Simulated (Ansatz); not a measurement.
# Si well of 16 atomic layers along [001] in random Si0.5Ge0.5, interfaces one step of a layer

Prepared with LAMMPS with Tersoff's 1989 multicomponent potential (SiCGe.tersoff): minimisation. Geometry as solved with PBE, support functions at accuracy medium on the grid of 370 eV (Ansatz, an electronic-structure program).

```xyz
720
Lattice="16.85 0.00 0.00 0.00 16.85 0.00 0.00 0.00 55.23" Properties=species:S:1:pos:R:3 pbc="T T T"
Si     0.02     0.00    -0.01
Ge     1.43     1.39     1.37
Si     2.81     2.81    -0.02
Ge     4.18     4.19     1.43
Ge     2.81    -0.08     2.84
Ge     4.25     1.40     4.24
Ge     0.03     2.85     2.82
Si     1.43     4.25     4.21
Si     0.00    -0.05     5.61
Ge     1.34     1.42     7.02
Ge     2.80     2.86     5.63
Si     4.19     4.23     7.08
Ge     2.84     0.03     8.42
Si     4.24     1.41     9.84
Si    -0.03     2.85     8.43
Ge     1.40     4.24     9.82
Si     0.00     0.03    11.27
Si     1.37     1.38    12.66
Ge     2.80     2.77    11.24
Ge     4.21     4.25    12.65
Ge     2.77    -0.03    14.06
Ge     4.21     1.40    15.49
Si     0.02     2.78    14.02
Ge     1.39     4.21    15.44
Si     0.02    -0.01    16.86
Si     1.40     1.41    18.20
Si     2.80     2.82    16.87
Si     4.22     4.21    18.20
Si     2.81     0.00    19.54
Si     4.21     1.40    20.89
Si     0.00     2.81    19.54
Si     1.41     4.21    20.89
Si     0.00     0.00    22.23
Si     1.40     1.40    23.57
Si     2.81     2.81    22.23
Si     4.21     4.21    23.57
Si     2.81     0.00    24.91
Si     4.21     1.40    26.26
Si     0.00     2.81    24.91
Si     1.40     4.21    26.26
Si     0.00     0.00    27.60
Si     1.40     1.40    28.94
Si     2.81     2.81    27.60
Si     4.21     4.21    28.94
Si     2.81     0.00    30.29
Si     4.21     1.40    31.63
Si     0.00     2.81    30.29
Si     1.41     4.21    31.63
Si     0.01     0.00    32.98
Si     1.41     1.40    34.33
Si     2.81     2.81    32.98
Si     4.21     4.21    34.31
Si     2.81    -0.01    35.68
Si     4.22     1.40    37.01
Si     0.00     2.81    35.67
Si     1.41     4.22    37.00
Si    -0.03    -0.03    38.34
Ge     1.39     1.40    39.70
Si     2.81     2.81    38.33
Ge     4.21     4.21    39.76
Ge     2.83     0.02    41.14
Ge     4.26     1.46    42.56
Ge     0.00     2.79    41.21
Si     1.43     4.23    42.55
Si    -0.05     0.02    43.95
Ge     1.42     1.43    45.29
Si     2.83     2.88    43.94
Si     4.21     4.21    45.35
Ge     2.79    -0.01    46.77
Ge     4.22     1.45    48.20
Ge     0.05     2.86    46.77
Si     1.48     4.23    48.16
Si     0.04     0.00    49.56
Si     1.39     1.42    50.93
Si     2.79     2.84    49.60
Si     4.20     4.18    50.98
Ge     2.80     0.01    52.32
Ge     4.21     1.45    53.78
Si     0.04     2.76    52.36
Ge     1.40     4.17    53.79
Ge    -0.06     5.60    -0.02
Ge     1.40     7.01     1.41
Ge     2.87     8.43    -0.01
Si     4.25     9.81     1.43
Si     2.78     5.61     2.83
Ge     4.19     7.06     4.18
Ge    -0.03     8.46     2.85
Si     1.39     9.85     4.25
Ge    -0.02     5.59     5.63
Ge     1.45     7.03     7.03
Si     2.77     8.46     5.58
Ge     4.16     9.84     7.01
Si     2.86     5.63     8.45
Si     4.23     6.96     9.87
Si     0.02     8.41     8.42
Ge     1.42     9.81     9.79
Si     0.02     5.63    11.26
Si     1.37     7.00    12.68
Ge     2.83     8.39    11.28
Si     4.23     9.85    12.64
Si     2.77     5.63    14.03
Ge     4.18     6.99    15.46
Si     0.01     8.36    14.08
Ge     1.40     9.81    15.45
Si    -0.02     5.63    16.84
Si     1.40     7.01    18.20
Si     2.81     8.42    16.88
Si     4.21     9.83    18.21
Si     2.81     5.61    19.54
Si     4.21     7.02    20.89
Si     0.00     8.42    19.54
Si     1.40     9.83    20.89
Si     0.00     5.62    22.23
Si     1.40     7.02    23.57
Si     2.81     8.42    22.23
Si     4.21     9.83    23.57
Si     2.81     5.61    24.91
Si     4.21     7.02    26.26
Si     0.00     8.42    24.92
Si     1.40     9.83    26.26
Si     0.00     5.61    27.60
Si     1.40     7.02    28.94
Si     2.81     8.42    27.60
Si     4.21     9.83    28.94
Si     2.81     5.61    30.28
Si     4.21     7.02    31.62
Si     0.00     8.42    30.28
Si     1.40     9.83    31.62
Si     0.00     5.61    32.97
Si     1.41     7.02    34.31
Si     2.81     8.42    32.96
Si     4.21     9.82    34.31
Si     2.81     5.62    35.65
Si     4.20     7.02    37.01
Si     0.01     8.42    35.66
Si     1.41     9.81    37.02
Si     0.04     5.64    38.36
Si     1.41     7.01    39.76
Si     2.80     8.41    38.38
Si     4.18     9.84    39.71
Si     2.77     5.61    41.15
Ge     4.21     6.98    42.57
Si     0.01     8.39    41.11
Ge     1.43     9.80    42.51
Si     0.02     5.61    43.88
Ge     1.42     6.96    45.33
Si     2.81     8.40    43.94
Ge     4.24     9.78    45.34
Si     2.84     5.57    46.75
Ge     4.18     7.03    48.17
Ge    -0.03     8.38    46.75
Ge     1.40     9.79    48.21
Ge     0.06     5.64    49.55
Si     1.45     7.04    50.97
Si     2.81     8.43    49.62
Si     4.17     9.82    51.00
Ge     2.84     5.62    52.38
Si     4.23     7.01    53.81
Ge     0.02     8.39    52.39
Ge     1.42     9.86    53.80
Ge    -0.02    11.28     0.02
Si     1.40    12.68     1.42
Si     2.80    14.03     0.04
Si     4.20    15.37     1.41
Ge     2.79    11.21     2.79
Ge     4.20    12.69     4.20
Si     0.04    14.01     2.86
Si     1.39    15.40     4.26
Si     0.06    11.27     5.60
Si     1.43    12.65     7.00
Si     2.80    14.07     5.65
Si     4.20    15.46     6.99
Si     2.77    11.26     8.39
Ge     4.21    12.59     9.83
Ge     0.00    14.05     8.40
Ge     1.40    15.48     9.87
Ge     0.01    11.23    11.25
Ge     1.44    12.62    12.71
Ge     2.85    14.06    11.29
Si     4.24    15.44    12.69
Si     2.84    11.18    14.05
Ge     4.21    12.63    15.44
Ge     0.00    14.04    14.13
Si     1.40    15.45    15.52
Si    -0.02    11.25    16.84
Si     1.40    12.63    18.18
Si     2.79    14.05    16.84
Si     4.21    15.43    18.20
Si     2.80    11.23    19.54
Si     4.21    12.63    20.88
Si     0.00    14.04    19.53
Si     1.40    15.44    20.88
Si     0.00    11.23    22.23
Si     1.40    12.63    23.57
Si     2.81    14.04    22.22
Si     4.21    15.44    23.57
Si     2.81    11.23    24.91
Si     4.21    12.63    26.26
Si     0.00    14.04    24.91
Si     1.40    15.44    26.26
Si     0.00    11.23    27.60
Si     1.40    12.64    28.94
Si     2.81    14.04    27.60
Si     4.21    15.44    28.94
Si     2.81    11.23    30.29
Si     4.21    12.63    31.63
Si     0.00    14.04    30.29
Si     1.41    15.44    31.63
Si     0.00    11.23    32.97
Si     1.40    12.62    34.32
Si     2.81    14.03    32.98
Si     4.21    15.44    34.32
Si     2.81    11.22    35.66
Si     4.21    12.62    37.00
Si     0.00    14.03    35.66
Si     1.40    15.42    37.01
Si     0.02    11.22    38.37
Si     1.42    12.60    39.71
Si     2.79    14.00    38.35
Ge     4.24    15.41    39.72
Si     2.80    11.22    41.07
Ge     4.20    12.63    42.48
Ge    -0.01    14.01    41.09
Ge     1.35    15.48    42.54
Ge    -0.04    11.23    43.94
Ge     1.36    12.66    45.40
Ge     2.79    14.05    43.94
Ge     4.25    15.47    45.33
Ge     2.81    11.21    46.78
Ge     4.21    12.67    48.19
Si    -0.04    14.09    46.79
Si     1.37    15.44    48.18
Ge    -0.02    11.29    49.55
Ge     1.47    12.66    50.98
Si     2.80    14.11    49.55
Si     4.20    15.46    50.91
Si     2.83    11.21    52.37
Ge     4.16    12.63    53.81
Ge    -0.01    14.00    52.43
Ge     1.42    15.44    53.85
Ge     5.56    -0.03     0.01
Ge     7.00     1.40     1.42
Ge     8.43     2.79    -0.05
Ge     9.83     4.24     1.42
Ge     8.47    -0.01     2.82
Si     9.83     1.44     4.22
Si     5.62     2.80     2.82
Ge     7.03     4.19     4.21
Si     5.62     0.00     5.67
Si     7.02     1.40     7.00
Si     8.42     2.75     5.61
Ge     9.84     4.14     7.03
Ge     8.46     0.04     8.42
Si     9.85     1.44     9.86
Ge     5.64     2.82     8.44
Si     7.03     4.20     9.89
Ge     5.61     0.03    11.29
Si     7.05     1.45    12.63
Si     8.42     2.80    11.23
Si     9.78     4.18    12.61
Ge     8.40     0.01    14.03
Ge     9.84     1.41    15.49
Ge     5.66     2.82    14.07
Si     7.03     4.21    15.50
Si     5.61    -0.02    16.88
Si     7.02     1.40    18.20
Si     8.41     2.83    16.86
Si     9.83     4.21    18.21
Si     8.43     0.00    19.54
Si     9.83     1.40    20.89
Si     5.61     2.80    19.54
Si     7.02     4.21    20.88
Si     5.62     0.00    22.23
Si     7.02     1.40    23.57
Si     8.42     2.81    22.23
Si     9.83     4.21    23.57
Si     8.42     0.00    24.92
Si     9.83     1.41    26.26
Si     5.62     2.81    24.91
Si     7.02     4.21    26.26
Si     5.62     0.00    27.60
Si     7.02     1.40    28.94
Si     8.42     2.81    27.60
Si     9.83     4.21    28.94
Si     8.42     0.00    30.29
Si     9.83     1.41    31.62
Si     5.61     2.81    30.29
Si     7.02     4.21    31.63
Si     5.61     0.00    32.97
Si     7.02     1.40    34.31
Si     8.42     2.81    32.97
Si     9.82     4.22    34.31
Si     8.42     0.00    35.65
Si     9.80     1.43    36.99
Si     5.61     2.81    35.65
Si     7.01     4.20    37.01
Si     5.64     0.03    38.36
Si     7.01     1.40    39.76
Si     8.38     2.77    38.36
Ge     9.77     4.19    39.75
Si     8.36     0.00    41.16
Ge     9.80     1.39    42.57
Si     5.67     2.83    41.14
Si     7.01     4.20    42.56
Si     5.65     0.00    43.92
Ge     7.02     1.42    45.35
Si     8.40     2.84    43.94
Ge     9.82     4.21    45.36
Si     8.45     0.06    46.77
Si     9.86     1.40    48.12
Si     5.58     2.83    46.71
Ge     7.02     4.22    48.07
Si     5.60     0.00    49.58
Ge     6.98     1.41    50.98
Ge     8.43     2.79    49.51
Ge     9.82     4.24    50.96
Ge     8.45     0.00    52.41
Si     9.86     1.37    53.83
Si     5.60     2.84    52.36
Ge     7.03     4.24    53.74
Ge     5.62     5.64     0.01
Si     7.02     7.01     1.46
Ge     8.41     8.36     0.00
Ge     9.78     9.85     1.42
Si     8.42     5.64     2.82
Si     9.81     6.97     4.23
Si     5.64     8.44     2.79
Si     7.02     9.82     4.15
Ge     5.57     5.60     5.65
Ge     7.01     7.03     7.06
Ge     8.41     8.42     5.57
Ge     9.84     9.80     7.05
Ge     8.43     5.59     8.48
Si     9.84     7.02     9.83
Ge     5.57     8.44     8.50
Si     6.98     9.84     9.90
Si     5.64     5.61    11.22
Si     7.00     6.98    12.61
Ge     8.41     8.40    11.23
Ge     9.83     9.87    12.63
Ge     8.39     5.58    14.03
Ge     9.81     7.01    15.49
Ge     5.62     8.42    14.01
Ge     7.02     9.83    15.49
Si     5.63     5.59    16.84
Si     7.01     7.01    18.20
Si     8.42     8.42    16.88
Si     9.82     9.84    18.20
Si     8.42     5.62    19.54
Si     9.83     7.03    20.88
Si     5.61     8.42    19.55
Si     7.02     9.82    20.89
Si     5.61     5.61    22.23
Si     7.02     7.02    23.57
Si     8.43     8.42    22.23
Si     9.83     9.83    23.57
Si     8.42     5.61    24.91
Si     9.83     7.02    26.26
Si     5.62     8.42    24.91
Si     7.02     9.83    26.26
Si     5.62     5.62    27.60
Si     7.02     7.02    28.94
Si     8.42     8.42    27.60
Si     9.83     9.83    28.94
Si     8.43     5.62    30.29
Si     9.83     7.02    31.63
Si     5.62     8.42    30.29
Si     7.02     9.83    31.63
Si     5.61     5.62    32.97
Si     7.01     7.02    34.32
Si     8.42     8.42    32.98
Si     9.83     9.84    34.32
Si     8.41     5.61    35.66
Si     9.80     7.05    36.96
Si     5.60     8.42    35.66
Si     7.00     9.83    37.00
Si     5.60     5.61    38.33
Ge     7.03     7.00    39.73
Si     8.41     8.43    38.32
Ge     9.79     9.86    39.71
Si     8.37     5.57    41.17
Ge     9.82     6.94    42.55
Ge     5.60     8.46    41.13
Si     7.05     9.84    42.51
Si     5.63     5.56    43.98
Si     6.99     6.97    45.36
Ge     8.38     8.39    43.95
Ge     9.85     9.81    45.36
Si     8.43     5.68    46.73
Si     9.83     7.02    48.15
Si     5.62     8.35    46.74
Ge     7.01     9.76    48.15
Ge     5.61     5.58    49.58
Ge     7.07     7.03    50.97
Si     8.48     8.42    49.55
Si     9.83     9.82    50.94
Si     8.46     5.65    52.40
Si     9.83     6.98    53.81
Ge     5.58     8.42    52.39
Ge     7.02     9.83    53.81
Ge     5.62    11.26     0.05
Si     7.02    12.65     1.46
Ge     8.45    14.00     0.03
Si     9.87    15.44     1.39
Si     8.36    11.24     2.81
Ge     9.79    12.67     4.19
Si     5.62    14.05     2.78
Ge     7.00    15.44     4.25
Ge     5.65    11.22     5.58
Ge     7.07    12.65     7.01
Si     8.44    14.07     5.63
Si     9.80    15.44     7.01
Ge     8.42    11.21     8.52
Si     9.82    12.64     9.89
Ge     5.60    14.06     8.40
Ge     7.05    15.44     9.86
Si     5.63    11.22    11.28
Si     6.99    12.67    12.62
Si     8.43    14.00    11.25
Ge     9.86    15.42    12.63
Ge     8.41    11.31    14.06
Si     9.86    12.67    15.46
Si     5.61    14.03    14.01
Ge     7.00    15.41    15.46
Si     5.61    11.24    16.87
Si     7.03    12.63    18.19
Si     8.45    14.02    16.84
Si     9.83    15.44    18.20
Si     8.42    11.23    19.55
Si     9.83    12.64    20.89
Si     5.62    14.03    19.54
Si     7.02    15.44    20.88
Si     5.61    11.23    22.23
Si     7.02    12.63    23.57
Si     8.42    14.04    22.23
Si     9.83    15.44    23.57
Si     8.42    11.23    24.91
Si     9.83    12.63    26.26
Si     5.61    14.04    24.91
Si     7.02    15.44    26.26
Si     5.62    11.23    27.60
Si     7.02    12.63    28.94
Si     8.42    14.04    27.60
Si     9.83    15.44    28.94
Si     8.42    11.23    30.29
Si     9.83    12.64    31.63
Si     5.61    14.04    30.29
Si     7.02    15.44    31.63
Si     5.61    11.23    32.98
Si     7.02    12.64    34.32
Si     8.42    14.04    32.97
Si     9.83    15.44    34.31
Si     8.41    11.23    35.66
Si     9.82    12.64    36.99
Si     5.62    14.04    35.67
Si     7.03    15.45    37.02
Si     5.58    11.21    38.36
Ge     7.00    12.62    39.75
Si     8.42    14.03    38.35
Ge     9.80    15.44    39.79
Si     8.41    11.23    41.15
Ge     9.81    12.64    42.56
Si     5.64    14.06    41.15
Si     7.00    15.45    42.54
Ge     5.67    11.24    43.92
Si     7.05    12.67    45.31
Si     8.38    14.07    43.92
Ge     9.79    15.48    45.33
Ge     8.40    11.26    46.74
Ge     9.81    12.62    48.25
Ge     5.68    14.04    46.74
Ge     7.07    15.49    48.20
Ge     5.62    11.21    49.62
Si     7.03    12.65    50.97
Si     8.41    14.05    49.63
Si     9.79    15.43    50.98
Ge     8.45    11.25    52.36
Si     9.84    12.62    53.80
Ge     5.58    14.04    52.33
Ge     7.01    15.42    53.81
Si    11.21     0.02     0.02
Si    12.56     1.41     1.41
Ge    14.03     2.79     0.05
Si    15.44     4.20     1.42
Ge    14.01     0.01     2.77
Ge    15.45     1.39     4.24
Si    11.21     2.78     2.82
Ge    12.59     4.20     4.22
Ge    11.21     0.03     5.65
Si    12.61     1.40     7.08
Ge    14.01     2.80     5.70
Si    15.42     4.21     7.07
Ge    14.06    -0.01     8.41
Ge    15.45     1.45     9.87
Si    11.26     2.77     8.47
Si    12.65     4.17     9.82
Si    11.22     0.05    11.24
Si    12.61     1.42    12.60
Si    13.99     2.81    11.25
Ge    15.44     4.21    12.65
Ge    13.97     0.01    14.05
Ge    15.46     1.41    15.46
Ge    11.23     2.83    14.00
Ge    12.67     4.23    15.47
Si    11.25    -0.03    16.85
Si    12.64     1.39    18.19
Si    14.05     2.81    16.87
Si    15.44     4.22    18.20
Si    14.04     0.00    19.54
Si    15.44     1.41    20.89
Si    11.23     2.80    19.54
Si    12.63     4.21    20.88
Si    11.23     0.00    22.23
Si    12.64     1.40    23.57
Si    14.04     2.81    22.23
Si    15.44     4.21    23.57
Si    14.04     0.00    24.91
Si    15.44     1.40    26.26
Si    11.23     2.81    24.91
Si    12.63     4.21    26.26
Si    11.23     0.00    27.60
Si    12.64     1.41    28.94
Si    14.04     2.81    27.60
Si    15.44     4.21    28.94
Si    14.04     0.00    30.29
Si    15.44     1.40    31.63
Si    11.23     2.81    30.29
Si    12.64     4.22    31.63
Si    11.23     0.00    32.96
Si    12.63     1.40    34.30
Si    14.04     2.81    32.97
Si    15.45     4.21    34.32
Si    14.04     0.00    35.64
Si    15.44     1.39    37.00
Si    11.22     2.81    35.64
Si    12.66     4.18    36.98
Ge    11.25     0.03    38.36
Si    12.67     1.44    39.73
Si    14.04     2.79    38.34
Ge    15.46     4.21    39.73
Ge    14.04     0.00    41.13
Si    15.41     1.40    42.60
Ge    11.27     2.81    41.16
Si    12.65     4.20    42.60
Si    11.25     0.01    43.95
Si    12.61     1.43    45.32
Si    14.01     2.78    43.94
Ge    15.44     4.22    45.29
Ge    14.04     0.01    46.69
Ge    15.46     1.40    48.17
Si    11.24     2.78    46.75
Si    12.57     4.18    48.15
Ge    11.20     0.00    49.59
Si    12.61     1.40    50.98
Ge    13.98     2.81    49.58
Ge    15.48     4.19    51.00
Ge    14.02     0.02    52.36
Ge    15.48     1.40    53.81
Ge    11.22     2.78    52.40
Ge    12.62     4.23    53.84
Si    11.20     5.63    -0.03
Ge    12.62     7.02     1.35
Ge    14.06     8.48    -0.04
Si    15.43     9.87     1.42
Ge    14.05     5.61     2.80
Si    15.44     7.00     4.22
Ge    11.20     8.41     2.84
Ge    12.68     9.84     4.21
Si    11.18     5.60     5.62
Ge    12.61     6.96     7.07
Ge    14.06     8.38     5.63
Ge    15.52     9.84     7.01
Si    14.03     5.54     8.45
Ge    15.46     6.99     9.81
Si    11.20     8.38     8.46
Ge    12.57     9.83     9.85
Ge    11.21     5.56    11.22
Ge    12.66     6.96    12.68
Ge    14.03     8.41    11.25
Ge    15.47     9.79    12.70
Si    14.10     5.63    14.10
Si    15.46     7.02    15.47
Ge    11.23     8.43    14.07
Ge    12.64     9.84    15.51
Si    11.24     5.61    16.87
Si    12.65     7.02    18.20
Si    14.07     8.40    16.85
Si    15.45     9.82    18.19
Si    14.04     5.62    19.55
Si    15.44     7.02    20.89
Si    11.24     8.43    19.54
Si    12.64     9.83    20.88
Si    11.23     5.61    22.22
Si    12.63     7.02    23.57
Si    14.04     8.43    22.23
Si    15.44     9.83    23.57
Si    14.04     5.62    24.91
Si    15.44     7.02    26.26
Si    11.23     8.42    24.91
Si    12.63     9.83    26.26
Si    11.23     5.62    27.60
Si    12.63     7.02    28.94
Si    14.04     8.42    27.60
Si    15.44     9.83    28.94
Si    14.04     5.62    30.29
Si    15.44     7.02    31.63
Si    11.23     8.42    30.29
Si    12.63     9.83    31.63
Si    11.23     5.62    32.98
Si    12.64     7.02    34.32
Si    14.04     8.42    32.98
Si    15.45     9.83    34.32
Si    14.05     5.61    35.67
Si    15.46     7.02    37.01
Si    11.24     8.44    35.65
Si    12.65     9.84    37.02
Ge    11.22     5.62    38.32
Ge    12.68     7.05    39.73
Si    14.09     8.46    38.35
Si    15.50     9.80    39.73
Ge    14.05     5.62    41.20
Si    15.51     7.02    42.54
Ge    11.20     8.42    41.14
Ge    12.63     9.84    42.56
Si    11.25     5.57    43.95
Ge    12.60     7.01    45.37
Ge    14.09     8.41    43.96
Si    15.44     9.82    45.37
Ge    14.02     5.59    46.80
Si    15.43     7.00    48.17
Si    11.22     8.42    46.79
Si    12.59     9.82    48.15
Si    11.20     5.59    49.49
Ge    12.59     6.98    50.93
Ge    14.02     8.43    49.53
Ge    15.41     9.85    51.00
Ge    14.06     5.64    52.41
Si    15.44     7.04    53.80
Ge    11.20     8.42    52.40
Si    12.64     9.84    53.77
Ge    11.24    11.22    -0.04
Ge    12.65    12.63     1.44
Ge    14.07    14.02    -0.03
Ge    15.52    15.43     1.41
Si    14.10    11.24     2.82
Si    15.50    12.60     4.20
Si    11.20    14.05     2.78
Ge    12.61    15.42     4.20
Ge    11.25    11.27     5.64
Si    12.64    12.66     7.03
Ge    14.08    14.01     5.62
Si    15.47    15.46     6.99
Ge    14.01    11.23     8.41
Ge    15.40    12.66     9.87
Ge    11.19    14.03     8.43
Ge    12.62    15.46     9.87
Si    11.24    11.30    11.26
Si    12.62    12.67    12.66
Si    13.99    14.04    11.28
Ge    15.43    15.44    12.63
Ge    14.04    11.28    14.07
Si    15.42    12.65    15.51
Si    11.26    14.03    14.08
Si    12.61    15.42    15.46
Si    11.20    11.26    16.86
Si    12.62    12.65    18.19
Si    14.02    14.05    16.84
Si    15.44    15.44    18.19
Si    14.03    11.23    19.53
Si    15.44    12.63    20.88
Si    11.23    14.04    19.55
Si    12.64    15.44    20.89
Si    11.23    11.23    22.23
Si    12.64    12.63    23.57
Si    14.04    14.04    22.23
Si    15.44    15.44    23.57
Si    14.04    11.23    24.92
Si    15.44    12.63    26.26
Si    11.23    14.04    24.92
Si    12.63    15.44    26.26
Si    11.23    11.23    27.60
Si    12.63    12.63    28.94
Si    14.04    14.04    27.60
Si    15.44    15.44    28.94
Si    14.04    11.23    30.29
Si    15.44    12.63    31.63
Si    11.23    14.04    30.28
Si    12.64    15.44    31.62
Si    11.23    11.24    32.97
Si    12.64    12.64    34.31
Si    14.04    14.04    32.97
Si    15.45    15.43    34.31
Si    14.05    11.24    35.66
Si    15.45    12.62    37.02
Si    11.23    14.04    35.65
Si    12.66    15.43    36.97
Si    11.23    11.26    38.33
Ge    12.62    12.69    39.73
Si    14.06    14.07    38.33
Si    15.43    15.44    39.70
Ge    14.08    11.23    41.11
Si    15.44    12.64    42.51
Si    11.24    14.07    41.19
Si    12.60    15.47    42.55
Si    11.22    11.23    43.95
Ge    12.63    12.62    45.32
Ge    14.06    14.08    43.91
Si    15.48    15.46    45.34
Ge    14.04    11.21    46.78
Si    15.43    12.68    48.14
Ge    11.21    14.03    46.77
Ge    12.66    15.43    48.18
Si    11.24    11.17    49.58
Ge    12.66    12.60    50.96
Si    14.06    14.01    49.54
Ge    15.46    15.43    50.93
Si    14.02    11.22    52.43
Si    15.40    12.59    53.78
Ge    11.19    14.04    52.39
Ge    12.60    15.48    53.83
```
